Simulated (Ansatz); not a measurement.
Ansatz (a first-principles code) run on Ga (P6_3/mmc, 4 atoms in the cell): self-consistent single point.

Computed with PBEsol, default PAW files made with PBE (plane waves; Ansatz).

```yaml
crystal:
  lattice:
    - [3.00215, 0.00000, 0.00000]
    - [-1.50108, 2.59994, 0.00000]
    - [0.00000, 0.00000, 9.65945]
  atoms:
    - { symbol: Ga, position: [0.00000, 0.00000, 0.00000] }
    - { symbol: Ga, position: [0.00000, 0.00000, 0.50000] }
    - { symbol: Ga, position: [0.33333, 0.66667, 0.25000] }
    - { symbol: Ga, position: [0.66667, 0.33333, 0.75000] }
```

Reference input (self-consistent single point, DFT, PBEsol, plane waves, default PAW files made with PBE): kpoints.mp_grid.grid = 13 13 4; hamiltonian.xc = pbesol; hamiltonian.pseudopotentials = {kind: paw} (the program's default PAW files); scf.occupations.method = gaussian; scf.occupations.width = 0.05 eV. This run's input differs from it in these lines:

Ansatz 0.2 input:
```diff
@@ -12,3 +12,3 @@
   mp_grid:
-    grid: [13, 13, 4]
+    grid: [14, 14, 4]
 hamiltonian:
@@ -20,3 +20,3 @@
     method: gaussian
-    width: 0.05
+    width: 0.3
 output:
```

Output (repeated stretches shortened):

```
SCF iter   1: F=—  HF=-14972.702097 eV  |F-HF|=—  |Δ(HF+E_count)|=         —  Δρ=1.42e-3  dr2=1.50e-3  ethr=1.77e-3  ⟨swp⟩=5.1  Hψ=8027  notcnv=0
all-band conjugate gradients solve this SCF's bands
preconditioner: auto → Kerker (q_TF=auto, 2.564 Å⁻¹)
SCF iter   2: F=—  HF=-14972.699325 eV  |F-HF|=—  |Δ(HF+E_count)|=   2.77e-3  Δρ=7.99e-4  dr2=5.30e-4  ethr=2.89e-6  ⟨swp⟩=2.0  Hψ=4668  notcnv=0
   [... lines left out ...]
SCF iter   5: F=—  HF=-14972.699200 eV  |F-HF|=—  |Δ(HF+E_count)|=   2.84e-5  Δρ=6.42e-5  dr2=1.54e-6  ethr=3.83e-8  ⟨swp⟩=2.0  Hψ=4125  notcnv=0
SCF iter   6: F=—  HF=-14972.699201 eV  |F-HF|=—  |Δ(HF+E_count)|=   9.66e-7  Δρ=5.67e-5  dr2=1.24e-6  ethr=2.97e-9  ⟨swp⟩=2.0  Hψ=4091  notcnv=0
SCF iter   7: F=—  HF=-14972.699200 eV  |F-HF|=—  |Δ(HF+E_count)|=   9.85e-7  Δρ=1.68e-5  dr2=1.32e-7  ethr=2.38e-9  ⟨swp⟩=2.0  Hψ=3688  notcnv=0
SCF iter   8: F=-14972.699200 eV  HF=-14972.699200 eV  |F-HF|=1.47e-8  |Δ(HF+E_count)|=   7.61e-8  Δρ=5.39e-6  dr2=9.24e-9  ethr=1.92e-10  ⟨swp⟩=5.8  Hψ=9237  notcnv=0
SCF 1 converged in 8 iterations: F = -14972.699200 eV  dr2 = 9.24e-9
Free energy (F): -14972.699200 eV
Internal energy: -14972.624739 eV  (E = F + TS)
E sigma→0 (E₀):  -14972.661969 eV
Entropy (-TS):   -0.074461 eV (-18.615 meV/atom)
Fermi energy:    9.593049 eV
--- Forces (eV/Å), atoms counted from 1 ---
  atom   1  Ga     0.00000000    -0.00000000    -0.00000000
   [... zero for the other atoms too ...]
--- Stress (GPa, compression-positive) ---
       -3.293525       0.000000      -0.000000
        0.000000      -3.293525       0.000000
       -0.000000       0.000000      -2.378464
  P = ⅓ Tr σ = -2.9885 GPa (-29.885 kbar)
  The stress holds the Pulay correction. Without it, at fixed plane waves, as pw.x and ABINIT print it: P = -3.0275 GPa
```

The run converged in 8 iterations. Against the reference run the free energy drops by 7.3 meV/atom and the pressure goes from -3.10 to -2.99 GPa.

The starting cell was generated: these elements placed on a structure prototype, without a prior relaxation; it need not be a known phase or ordering of this composition. Its lattice was rescaled by a random factor within 2.5 % of one. Ansatz's pressure includes its estimate of the finite-basis (Pulay) stress.
